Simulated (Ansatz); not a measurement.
We consider cubic perovskite BaHfO3, described by PBEsol (Ansatz, a quantum-chemistry and plane-wave program, plane waves, PAW).

Settings: plane-wave cutoff 520 eV, 6×6×6 k mesh, scalar-relativistic PAW data made under PBE.

Computed at the level's own relaxed cell.

```yaml
crystal:
  lattice:
    - [4.15771, 0.00000, 0.00000]
    - [0.00000, 4.15771, 0.00000]
    - [0.00000, 0.00000, 4.15771]
  atoms:
    - { symbol: Ba, position: [0.00000, 0.00000, 0.00000] }
    - { symbol: Hf, position: [0.50000, 0.50000, 0.50000] }
    - { symbol: O, position: [0.50000, 0.00000, 0.50000] }
    - { symbol: O, position: [0.00000, 0.50000, 0.50000] }
    - { symbol: O, position: [0.50000, 0.50000, 0.00000] }
```

Task: Give the elastic tensor (Voigt notation, GPa, ions relaxed, in the Cartesian axes of the cell as printed).

Result: 
```
  343.0    82.5    82.5     0.0     0.0     0.0
   82.5   343.0    82.5     0.0     0.0     0.0
   82.5    82.5   343.0     0.0     0.0     0.0
    0.0     0.0     0.0    92.4     0.0     0.0
    0.0     0.0     0.0     0.0    92.4     0.0
    0.0     0.0     0.0     0.0     0.0    92.4
```

Spin–orbit coupling is not included.

The computed numbers hold no vibrational or temperature effects.
